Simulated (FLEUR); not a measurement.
# Input and output of a self-consistent single point for Mo (Im-3m, 1 atom in the cell) (FLEUR)

Method: LDA (Vosko-Wilk-Nusair), all-electron FLAPW (FLEUR), scalar-relativistic valence.

Input:

Input of the input generator:

```
scf Mo
&input film=f /
-0.5773502692 0.5773502692 0.5773502692
0.5773502692 -0.5773502692 0.5773502692
0.5773502692 0.5773502692 -0.5773502692
5.2638053631
1.0 1.0 1.0

1
42 0.0000000000 0.0000000000 0.0000000000

&comp jspins=1 /
&exco xctyp='vwn' /
&kpt div1=12 div2=12 div3=12 /
&end /
```

```xml
<?xml version="1.0" encoding="UTF-8" standalone="no"?>
<fleurInput fleurInputVersion="0.39">
   <comment>
      scf Mo                                                                                              
   </comment>
   <calculationSetup>
      <cutoffs Kmax="4.1" Gmax="16.4" GmaxXC="16.4" numbands="0"/>
      <scfLoop itmax="100" minDistance="0.00001" maxIterBroyd="25" imix="Anderson" alpha="0.05" precondParam="0.0" spinf="2.0"/>
      <coreElectrons ctail="T" frcor="F" kcrel="0" coretail_lmax="0"/>
      <xcFunctional name="vwn" relativisticCorrections="F"/>
      <magnetism jspins="1"/>
      <soc l_soc="F" theta="0.0" phi="0.0" spav="F"/>
      <expertModes spex="0" secvar="F"/>
      <geometryOptimization l_f="T" forcealpha="1.0" forcemix="BFGS" epsdisp="0.00001" epsforce="0.00001"/>
      <ldaU l_linMix="F" mixParam="0.05" spinf="1.0"/>
   </calculationSetup>
   <cell>
      <bzIntegration valenceElectrons="14.0" mode="hist" fermiSmearingEnergy="0.00183747">
         <kPointListSelection listName="default-1"/>
         <!-- k-points included here -->
         <xi:include xmlns:xi="http://www.w3.org/2001/XInclude" href="kpts.xml"> </xi:include>
      </bzIntegration>
      <!-- symmetry operations included here -->
      <xi:include xmlns:xi="http://www.w3.org/2001/XInclude" href="sym.xml"> </xi:include>
      <bulkLattice scale="1.0">
         <bravaisMatrix>
            <row-1>   -3.0390594434021887     3.0390594434021887     3.0390594434021887</row-1>
            <row-2>    3.0390594434021887    -3.0390594434021887     3.0390594434021887</row-2>
            <row-3>    3.0390594434021887     3.0390594434021887    -3.0390594434021887</row-3>
         </bravaisMatrix>
      </bulkLattice>
   </cell>
   <atomSpecies>
      <species name="Molybdenum (Mo)" element="Mo" atomicNumber="42">
         <mtSphere radius="2.41" gridPoints="849" logIncrement="0.015"/>
         <atomicCutoffs lmax="10" lnonsphr="8"/>
         <electronConfig flipSpins="F">
            <coreConfig>(1s1/2) (2s1/2) (2p1/2) (2p3/2) (3s1/2) (3p1/2) (3p3/2) (3d3/2) (3d5/2)</coreConfig>
            <valenceConfig>(4s1/2) (4p1/2) (4p3/2) (5s1/2) (4d3/2) (4d5/2)</valenceConfig>
            <stateOccupation state="(5s1/2)" spinUp="0.5" spinDown="0.5"/>
            <stateOccupation state="(4d3/2)" spinUp="1.0" spinDown="1.0"/>
            <stateOccupation state="(4d5/2)" spinUp="1.5" spinDown="1.5"/>
         </electronConfig>
         <energyParameters s="5" p="5" d="4" f="4"/>
         <lo type="SCLO" l="0" n="4" eDeriv="0"/>
         <lo type="SCLO" l="1" n="4" eDeriv="0"/>
      </species>
   </atomSpecies>
   <atomGroups>
      <atomGroup species="Molybdenum (Mo)">
         <relPos label="                   1">.0000000000 .0000000000 .0000000000</relPos>
         <force calculate="T" relaxXYZ="TTT"/>
      </atomGroup>
   </atomGroups>
   <output dos="F" band="F" slice="F">
      <checks vchk="F" cdinf="F"/>
      <bandDOS minEnergy="-.5*Htr" maxEnergy="0.5*Htr" sigma="0.015" storeEVData="T"/>
      <vacuumDOS vacdos="F" integ="F" star="F" nstars="0" locx1="0.0" locy1="0.0" locx2="0.0" locy2="0.0" nstm="0" tworkf="0.0"/>
      <unfoldingBand unfoldBand="F" supercellX="1" supercellY="1" supercellZ="1"/>
      <plotting iplot="0" polar="F">
         <plot TwoD="T" vec1="  1.0  0.0  0.0" vec2="  0.0  1.0  0.0" vec3="  0.0  0.0  1.0" zero="  0.0  0.0  0.0" file="plot"/>
      </plotting>
      <chargeDensitySlicing numkpt="0" minEigenval="0.0" maxEigenval="0.0" nnne="0" pallst="F"/>
      <specialOutput eonly="F"/>
      <magneticCircularDichroism mcd="F" energyLo="-10.0" energyUp="0.0"/>
   </output>
  <!-- We include the file relax.xml here to enable relaxations (see documentation) -->
  <xi:include xmlns:xi="http://www.w3.org/2001/XInclude" href="relax.xml"> <xi:fallback/> </xi:include>
</fleurInput>
```

Log, with long lists cut:

```
      Welcome to FLEUR        (www.flapw.de)
      MaX-Release 8.1          (www.max-centre.eu)

 ========== k-point set info ==========
 Selected k-point list: default-1
 k-point list type: mesh
 12 x 12 x 12
 Number of k points: 68

 ------------Calculation Setup---------------------------
           1           2           4          17          34          68
 Number of basis functions:          149
 Iteration:     1   Distance:      17.18434447 me/bohr^3
 Iteration:     2   Distance:      15.60818584 me/bohr^3
 Iteration:     3   Distance:       5.90213201 me/bohr^3
 Iteration:     4   Distance:       2.71952121 me/bohr^3
 Iteration:     5   Distance:       1.09738935 me/bohr^3
 Iteration:     6   Distance:       0.07825939 me/bohr^3
 Iteration:     7   Distance:       0.06963654 me/bohr^3
 Iteration:     8   Distance:       0.00395825 me/bohr^3
 Iteration:     9   Distance:       0.00702672 me/bohr^3
 Iteration:    10   Distance:       0.00050750 me/bohr^3
 Iteration:    11   Distance:       0.00014378 me/bohr^3
 Iteration:    12   Distance:       0.00000855 me/bohr^3

 Run finished successfully
 Stop message:
   Structural relaxation: Done

[file out, last iteration]
             iter=     13
          p o t e n t i a l   g e n e r a t o r
[...]
          integral of pseudo charge density inside the slab=        0.000000   0.000000
     coulomb potential in the interstitial region:
          density-coulomb potential integrals
          total density-coulomb potenti    -6432.1728324635
          density-effective potential integrals for spin  1
          total density-effective poten   -6.5908003994E+03
          charge density-energy density integrals
          total charge density-energy d   -1.1967329930E+02
 Updated energy parameters for spin:           1
  Atom    1 5s branch from -1.66 to  2.57 htr. ; e_l =  0.3609
  Atom    1 5p branch from -0.65 to  3.27 htr. ; e_l =  0.4769
  Atom    1 4d branch from -7.47 to  0.90 htr. ; e_l =  0.4721
  Atom    1 4f branch from -9.99 to  2.51 htr. ; e_l =  0.7455
  Atom    1 4s branch from-16.80 to -1.66 htr. ; e_l(l -1.6973
  Atom    1 4p branch from-13.25 to -0.65 htr. ; e_l(l -0.7490
[...]
 fermi energy and band-weighting factors:
at  -0.37500   0.45833   0.45833   k-weight:    0.004630
   12 eigenvalues :
   -1.692004   -0.758094   -0.758094   -0.754059    0.369816    0.369816    0.615652    0.664306
    0.664306    0.873518    0.873518    0.885484
   [... 2 blocks of this kind left out ...]

[...]
FERMIE:
          first approx. to ef    (T=0)  :   0.546389 htr   (energy of the highest occ. eigenvalue)
          number of occ. states  (T=0)  :        477
          first approx. to seigv (T=0)  :  -5.217621 htr
          sum of weights of occ. states :   7.000000
          sum of semicore charge        :   0.000000 e
FERHIS:  Fermi-Energy by histogram:
          bandgap                     :   0.000113 htr
          charge neutrality (T=0)     :   0.000000    (zero if the highest occ. eigenvalue is "entirely" occupied)
     EF_NEWTON:  Adjust Fermi-Energy by Newton-Method.
               Number of iterations needed  :   5
               The error in the weight is   : -0.13878E-16
               The error in ef is           :  0.99482E-18 htr
     -->  new fermi energy            :   0.545372 htr
          valence charge              :  14.000000 e
          actual charge blw ef-8kt    :  13.791667 e
          actual charge blw ef+8kt    :  14.000000 e
          number of occ. states       :       493
          sum of the valence weights  :    7.000000
          entropy         :   0.168232 *kb htr/K =   0.00000 htr/K
          sum of val. single particle energies:        -5.2174836355 htr
 Direct bandgap for spin            1 :    1.6067219312843162E-002  Htr
 at k-point           61  with k-vector  -0.12500000000000000       0.12500000000000000       0.20833333333333334
          valence density: spin= 1
[...]
     l-like charge
     atom     s        p        d        f        total
 -->  1    2.26984  6.15775  3.42821  0.03268   11.89457
          total charge for spin  1=   14.000000
          interst. charge =       2.105429
          mt charge=             11.894571
          total charge  =   14.000000
          z= 42.     r(1)=  0.720761E-05     dx= 0.015000     m.t.index= 849
               n    l     j    energy       weight
               1.   0.   0.5 -726.4476      2.0000
               2.   0.   0.5 -102.0446      2.0000
               2.   1.   0.5  -93.8890      2.0000
   [... 6 lines left out ...]
          atom type    1  (spin 1)
          kinetic energy=  0.409542040506E+04     sum of the eigenvalues= -0.239257412034E+04
          0.00000141  electrons lost from core.
          total charge for spin  1=   42.000000
          interst. charge =       2.105431
          mt charge=             39.894569
          total charge  =   42.000000
          zc=    42.000000     qfix=    1.000000
     t o t a l  e n e r g y
          sum of eigenvalues =             -2397.7916039714
          density-coulomb potential int    -6432.1728324635
          density-effective potential i    -6590.8003993813
          charge density-ex.-corr.energ     -119.6732992982
          el.-nucl. inter. diff. m.t.       4874.7781019368
          Madelung term for atom type:       -27.9183300840
 ---->    total energy=                    -4045.4473521408 htr
 ---->    (input%tkb*entropy) TS=              0.0003091209 htr
 ---->    free energy=                     -4045.4476612617 htr
      extrapolation for T->0
 ---->    total electron energy=           -4045.4475067012 htr
 ***** TOTAL FORCES ON ATOMS *****
 TOTAL FORCE FOR ATOM TYPE=  1  X=  0.000   Y=  0.000   Z=  0.000
                       FX_TOT= 0.000000 FY_TOT= 0.000000 FZ_TOT= 0.000000
 Structural relaxation: Done
```

The run converged in 12 iterations. FLEUR gives forces in its relaxation mode, with a further iteration, so its stop message speaks of a relaxation.

The starting cell comes from a database of computed structures (which also holds hypothetical and non-ambient phases and stackings), without a prior relaxation at this level. Its lattice was rescaled by a random factor within 2.5 % of one. Spin polarisation is off. Values depend on the basis (sphere radii, cutoffs, local orbitals), which need not be converged. The log's line on a gap gives a spacing of levels on this mesh, which the program prints for metals too.
